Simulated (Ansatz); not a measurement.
**A short convergence ladder for ScBr3 (P3m1, 8 atoms in the cell)**

```yaml
crystal:
  lattice:
    - [9.88894, 0.00000, 0.00000]
    - [-4.94447, 8.56408, 0.00000]
    - [0.00000, 0.00000, 3.51372]
  atoms:
    - { symbol: Sc, position: [0.33333, 0.66667, 0.76423] }
    - { symbol: Sc, position: [0.66667, 0.33333, 0.25000] }
    - { symbol: Br, position: [0.21593, 0.43187, 0.25000] }
    - { symbol: Br, position: [0.78407, 0.56813, 0.75000] }
    - { symbol: Br, position: [0.78407, 0.21593, 0.75000] }
    - { symbol: Br, position: [0.21593, 0.78407, 0.25000] }
    - { symbol: Br, position: [0.56813, 0.78407, 0.25000] }
    - { symbol: Br, position: [0.43187, 0.21593, 0.75000] }
```

Base method: PBEsol, default PAW files made with PBE (plane waves; Ansatz, a program for electronic structure).

Base settings: basis.ecutwfc = 420 eV; kpoints.mp_grid.grid = 2 2 6; hamiltonian.xc = pbesol; hamiltonian.pseudopotentials = {kind: paw} (the program's default PAW files); scf.occupations.method = fermi_dirac; scf.occupations.width = 0.02 eV.

**The width of Fermi-Dirac smearing**

The mesh stays at the base's, so the ladder's end is converged at best in this setting alone.

Only quantities that move along the ladder and can be compared are tabulated.

| scf.occupations.width | free energy less the last step's (meV/atom) | pressure (GPa) | largest difference of a force vector from the last step's (eV/Å) |
|---|---|---|---|
| 1 eV | -461.83 | 1.84 | 0.652 |
| 0.5 eV | -39.80 | -0.34 | 0.116 |
| 0.2 eV | -0.21 | -0.72 | 0.002 |
| 0.1 eV | 0.00 | -0.72 | 0.000 |

Widest scf.occupations.width that holds the forces within 0.01 eV/Å of the last step, with all finer ones: 0.2 eV; the step before is off by 0.12 eV/Å.

Widest scf.occupations.width that holds the pressure within 0.05 GPa of the last step, with all finer ones: 0.2 eV; the step before is off by 0.39 GPa.

Widest scf.occupations.width that holds the free energy within 2 meV/atom of the last step, with all finer ones: 0.2 eV; the step before is off by 40 meV/atom.

On the base run: the starting cell comes from a database of computed structures (which also holds hypothetical and non-ambient phases and stackings), without a prior relaxation at this level. Its lattice was rescaled by up to half a per cent. One atom was moved a little off its site on purpose. Ansatz's pressure includes its estimate of the finite-basis (Pulay) stress.

Keys are those of Ansatz 0.2.
